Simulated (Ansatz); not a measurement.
Band structure of YbZnPb (P6_3mc, 6 atoms in the cell).

```
YbZnPb
1.0
    4.75572     0.00000     0.00000
   -2.37786     4.11857     0.00000
    0.00000     0.00000     7.57824
Yb Zn Pb
2 2 2
Direct
  0.00000   0.00000   0.75766
  0.00000   0.00000   0.25766
  0.66667   0.33333   0.94147
  0.33333   0.66667   0.44147
  0.66667   0.33333   0.54186
  0.33333   0.66667   0.04186
```

Method of the run: PBEsol, PAW files made with PBE (plane waves; Ansatz, a first-principles code).

Settings: kpoints.mp_grid.grid = 6 6 3; hamiltonian.xc = pbesol; hamiltonian.pseudopotentials = {kind: paw} (the program's default PAW files); scf.occupations.method = gaussian; scf.occupations.width = 0.01 Ry; kpoints.band_path.npoints = 8.

The starting cell comes from a database of computed structures (which also holds hypothetical and non-ambient phases and stackings), without a prior relaxation at this level. Spin-orbit coupling is off. Spin polarisation is off.

Levels in eV from the Fermi level, bands 47 to 54:
```tsv
point	47	48	49	50	51	52	53	54
Γ	-0.28	-0.08	0.16	0.32	1.05	1.05	1.07	1.07
M	-0.30	-0.29	-0.28	-0.22	-0.22	1.19	2.34	2.60
K	-0.30	-0.28	-0.27	-0.27	1.13	2.00	2.27	2.27
A	-0.17	-0.17	-0.17	-0.17	0.46	0.46	1.68	1.68
L	-0.29	-0.29	-0.25	-0.25	0.55	0.55	0.98	0.98
H	-0.30	-0.30	-0.23	-0.23	0.97	0.97	2.51	2.51
```

Bands cross the Fermi level along this path, so the cell is metallic at this level.

Keys are those of Ansatz 0.2.
